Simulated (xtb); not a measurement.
xtb 6.7.1, GFN2-xTB: Cc1csc(-c2ccc(-c3sccc3C)[se]2)c1, 29 atoms. The geometry is a generated start, not checked to be a minimum at this level.

| Item | Value |
|---|---|
| method | GFN2-xTB |
| --acc | 1 (default) |
| --etemp (K) | 300 (default) |
| detailed input (--input) | none: ANC optimiser, Lindh (1995) Hessian, microcycle=20, maxdispl=1.0, hlow=0.01 (default) |
| basis functions | 98 |
| valence electrons | 86 |

```xyz
29

C      6.1734    -0.0967     0.0894
C      4.8423     0.5691    -0.1219
C      4.7429     1.8739    -0.5166
S      3.0309     2.3377    -0.6698
C      2.5529     0.6449    -0.1626
C      0.9585     0.3784    -0.0946
C      0.4004    -0.8019     0.2573
C     -0.9476    -0.8847     0.2719
C     -1.6654     0.1996    -0.0609
C     -3.2681     0.5396    -0.1773
S     -3.7585     2.0414    -0.6265
C     -5.5511     1.4803    -0.4773
C     -5.5231     0.1719    -0.0897
C     -4.2812    -0.3563     0.0782
C     -4.0753    -1.7920     0.5033
Se    -0.3629     1.4684    -0.4337
C      3.6691    -0.0845     0.0662
H      6.8784     0.4316    -0.5828
H      6.0330    -1.1507    -0.2525
H      6.4963    -0.0705     1.1466
H      5.5535     2.5538    -0.7155
H      1.0324    -1.6760     0.5260
H     -1.4432    -1.8447     0.5586
H     -6.4479     2.0686    -0.6598
H     -6.4419    -0.3946     0.0699
H     -3.5563    -2.2690    -0.3443
H     -5.0622    -2.3058     0.5593
H     -3.5962    -1.8887     1.4736
H      3.6171    -1.1431     0.3853
```

The structure is relaxed from this start with --opt LEVEL for the levels crude, sloppy, loose, lax, normal, tight, vtight, extreme, once each. Up to the end of the extreme run atoms move by at most 0.87 Å along an axis.

Question: Choose the cheapest level whose final energy lies within 1 meV of that of extreme.

Answer: tight: 51 cycles against 60, ending 0.14 meV above.

| level | cycles | energy above the extreme run (meV) | gradient norm (eV/Å) |
|---|---|---|---|
| crude | 7 | 17 | 0.25 |
| sloppy | 8 | 15 | 0.10 |
| loose | 9 | 15 | 0.11 |
| lax | 15 | 10 | 0.078 |
| normal | 23 | 7.1 | 0.034 |
| tight | 51 | 0.14 | 0.012 |
| vtight | 58 | under 0.01 | 0.010 |
| extreme | 60 | — | 0.0017 |
